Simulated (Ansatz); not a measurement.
Defect: Zn-vacancy pair (Zn on one host W site, one W site vacant) in bcc W, neutral cell. Computed with PBE, PAW (plane waves to 420 eV; Ansatz, a program for electronic structure).

Settings: 36 host sites, the relaxed PBE lattice, a 2×2×3 k-point mesh shifted by half a step, smearing 0.10 eV, spin-restricted, no image-charge correction. Static, classical nuclei. Spin-orbit coupling is left out. Forms of the defect that were not tried may lie lower.

Barriers: single points on a 3×3×5 k-point mesh shifted by half a step at the bands' geometries.

The step: Zn and the vacancy change places (Zn-vacancy distance between ideal sites 2.76 Å throughout); the atom moves 2.28 Å along (0.41, 0.41, 0.41) of the unit cell; the moving atom starts with neighbours 2 W at 2.72, W at 2.74, 3 W at 2.83, W at 2.99, 2 W at 3.02, W at 3.05, 2 W at 3.30, W at 3.33 Å and ends with 2 W at 2.72, W at 2.74, 3 W at 2.83, W at 2.99, 2 W at 3.02, W at 3.05, 2 W at 3.30, W at 3.33 Å.

Problem. Give the migration barrier of this step at the level PBE, PAW.

Solution. 0.32 eV, the same both ways. At the saddle the moving atom has neighbours 4 W at 2.67, 2 W at 2.69, 6 W at 3.42 Å. The saddle point's order was not checked, and it lies on a symmetry element of the cell, where a band can be held.
